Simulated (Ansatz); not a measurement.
Consider Ge in the diamond structure (space group Fd-3m, No. 227; a = 5.622 Å). Axes: x, y, z lie along the cube axes.

Level of theory: DFT with LDA, PAW potentials and a 420 eV plane-wave cutoff in Ansatz (a first-principles code), without spin-orbit coupling.

It is then changed as follows: tensor shear ε_xy = +1.71 % (engineering shear γ = 0.0342); the atoms relax in the strained cell.

What happens to the energy relative to the base and largest internal atomic displacement?

The energy increases by 4.9 meV/atom; the largest internal atomic displacement comes out as 0.014 Å.

No phonon test of stability was made.
